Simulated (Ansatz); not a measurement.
TiAl, pressure series

The reference is TiAl (space group P4/mmm, No. 123; a = 2.7675 Å, c = 3.9955 Å).

Cell and atoms are relaxed at each pressure.

Computed with DFT with LDA, PAW potentials and a 420 eV plane-wave cutoff in Ansatz (a first-principles code), no spin-orbit coupling.

Notes on the quantities. enthalpy: H = E + PV relative to the base's energy.

```json
[
 {"variant": "base", "density": "4.06 g/cm³", "enthalpy": "–", "shortest interatomic distance": "276.8 pm"},
 {"variant": "pressure −2 GPa", "density": "4.00 g/cm³", "enthalpy": "-0.19 eV/atom", "shortest interatomic distance": "278.2 pm"},
 {"variant": "pressure −1 GPa", "density": "4.03 g/cm³", "enthalpy": "-0.10 eV/atom", "shortest interatomic distance": "277.5 pm"},
 {"variant": "pressure 0.9 GPa", "density": "4.09 g/cm³", "enthalpy": "+0.09 eV/atom", "shortest interatomic distance": "276.1 pm"},
 {"variant": "pressure 2.1 GPa", "density": "4.13 g/cm³", "enthalpy": "+0.20 eV/atom", "shortest interatomic distance": "275.3 pm"},
 {"variant": "pressure 4.5 GPa", "density": "4.20 g/cm³", "enthalpy": "+0.42 eV/atom", "shortest interatomic distance": "273.8 pm"},
 {"variant": "pressure 9 GPa", "density": "4.32 g/cm³", "enthalpy": "+0.83 eV/atom", "shortest interatomic distance": "271.1 pm"},
 {"variant": "pressure 15 GPa", "density": "4.48 g/cm³", "enthalpy": "+1.36 eV/atom", "shortest interatomic distance": "268.0 pm"},
 {"variant": "pressure 22.5 GPa", "density": "4.66 g/cm³", "enthalpy": "+2.00 eV/atom", "shortest interatomic distance": "264.8 pm"},
 {"variant": "pressure 30 GPa", "density": "4.82 g/cm³", "enthalpy": "+2.61 eV/atom", "shortest interatomic distance": "262.2 pm"}
]
```

Load acts through the strain it causes; cell and atoms are relaxed under it. Whether these cells are dynamically stable was not tested. No other phases were tried under pressure. All final runs are without spin polarisation.
